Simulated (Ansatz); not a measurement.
The reference is Al in the fcc (Cu type) structure (space group Fm-3m, No. 225; a = 3.9924 Å; relaxed with 0.1 eV smearing). Axes: x, y, z lie along the cube axes.

Method: Ansatz (a quantum-chemistry and plane-wave program) r2SCAN, scalar-relativistic without spin-orbit coupling, earlier PAW set.

Base values:

```
Property   Result
--------  -------
Pressure  0.0 GPa
```

It is then changed as follows: the cell is stretched by 1.24 % along x with no lateral relaxation, atoms relaxed at fixed cell.

Predict the new pressure.

The pressure (mean of the normal stresses, compression positive) goes from zero to -1.1 GPa.

The cells carry an imposed strain or load. No phonon test of stability was made.
